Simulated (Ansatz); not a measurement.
The reference is AlRu in the CsCl type structure (space group Pm-3m, No. 221; a = 2.976 Å).

The change: a hydrostatic pressure of 0.3 GPa.

Levels (all Ansatz, a program for electronic structure, PAW): PBEsol (420 eV, no spin-orbit coupling); r2SCAN (500 eV, without spin-orbit coupling).

The geometry is relaxed with PBEsol.

* **PBEsol pressure**: 0.3 GPa

With r2SCAN at the same geometry, the pressure grows by 1.4 GPa, from 0.3 GPa to 1.7 GPa.

Single points use the geometry relaxed with PBEsol. Their cutoffs differ, which shifts pressures a little. Load acts through the strain it causes; cell and atoms are relaxed under it. No phonon test of stability was made. The final runs are not spin-polarised.
